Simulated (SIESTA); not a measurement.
Sensitivity of a calculation on TcNi (P-6m2, 2 atoms in the cell) to its settings

```xyz
2
Lattice="2.6542 0.0000 0.0000 -1.3271 2.2986 0.0000 0.0000 0.0000 4.2009" Properties=species:S:1:pos:R:3 pbc="T T T"
Ni     0.0000     0.0000     2.1005
Tc     1.3271     0.7662     0.0000
```

Base run A: GGA PBEsol, numerical atomic orbitals DZP, PseudoDojo PBEsol standard norm-conserving potentials (rewritten from UPF to PSML) in SIESTA, self-consistent single point.

Its settings: XC.functional = GGA; XC.authors = PBEsol; potentials = PseudoDojo PBEsol standard; PAO.BasisSize = DZP; PAO.EnergyShift = 0.01 Ry; MeshCutoff = 300 Ry; kgrid.MonkhorstPack = 14 14 8; OccupationFunction = MP; OccupationMPOrder = 0; ElectronicTemperature = 0.2 eV; MaxSCFIterations = 150; SCF.Mixer.Method = Pulay; SCF.Mixer.Weight = 0.25; SCF.Mixer.History = 6; SCF.DM.Tolerance = 1.0E-05.

The starting cell comes from a database of computed structures (which also holds hypothetical and non-ambient phases and stackings), without a prior relaxation at this level. Spin polarisation is off. Values carry the incompleteness of an atom-centred basis. In the base run, with a pressure of about -12 GPa the cell is away from its equilibrium volume at this level.

Runs:
- B: XC.functional: GGA → LDA; XC.authors: PBEsol → PW92; pseudopotentials: PseudoDojo PBEsol standard → PseudoDojo LDA standard [LDA PW92]
- C: XC.authors: PBEsol → BLYP; pseudopotentials: PseudoDojo PBEsol standard → PseudoDojo PBE standard [GGA BLYP]

| run | pressure (GPa) |
|---|---|
| A | -11.85 |
| B | -18.32 |
| C | 7.63 |

Run C against A: The pressure goes from -11.85 to 7.63 GPa.

Run B against A: The pressure goes from -11.85 to -18.32 GPa.

Left out of this page: 5 runs of the series held back from this collection.
